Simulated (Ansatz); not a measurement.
Consider a 24-atom cell of Ru(S,Se)2 started in the pyrite structure, site fractions S 0.500, Se 0.500, short-range order 0.00 among the nearest mixed sites of the first mixed sublattice (0 is random, a negative value favours unlike neighbours), space group P1 at the end. Its start:

```xyz
24
Lattice="5.8280 -0.0008 5.8286 -0.0223 5.8509 5.8500 -5.8547 0.0171 5.8553" Properties=species:S:1:pos:R:3 pbc="T T T"
Ru    -0.0167     2.9225     2.9292
Ru     0.0285     2.9104     8.7640
Ru    -2.9311     2.9864     5.8685
Ru     2.8696     2.9059     5.9047
Ru     2.9231     0.0026     2.9132
Ru    -2.9203     0.0437     2.8595
Ru    -0.0496    -0.0283     0.0187
Ru    -0.0101    -0.0024     5.8305
Se     2.2222     0.6673     5.1617
Se    -3.6669     0.7458     5.0987
S      3.5888     5.1499    12.3896
Se    -2.2578     5.1927    12.3794
S      0.6567     5.1683    13.9124
S      0.6542     5.1590     8.0833
S     -0.6963     0.7079     9.4372
S     -0.6960     0.6805     3.6059
S     -0.7278     2.2038     6.5768
Se    -0.7088     2.2438    12.3684
Se     0.6381     3.6012     5.1840
S      0.6743     3.6416    10.9707
Se    -2.1955     3.6758     9.4831
Se     3.5732     3.6102     9.4463
Se    -3.6290     2.2568     8.0796
S      2.1871     2.2263     8.0731
```

Computed with r2SCAN (plane waves to 500 eV, PAW; Ansatz, a program for electronic structure). No spin–orbit coupling; the runs are not spin-polarised. Its k-point mesh 4×4×4, Fermi–Dirac width 0.01 eV.

Question: Predict the alloy's volume and bond lengths.

Answer: The volume per atom is 16.35 Å³ and the Ru–S bonds (within 1.22 times the sum of covalent radii) comes out as 2.412 Å on average, from 2.362 to 2.438 (24). The Ru–Se bonds (within 1.22 times the sum of covalent radii) is 2.440 Å on average, from 2.420 to 2.469 (24).
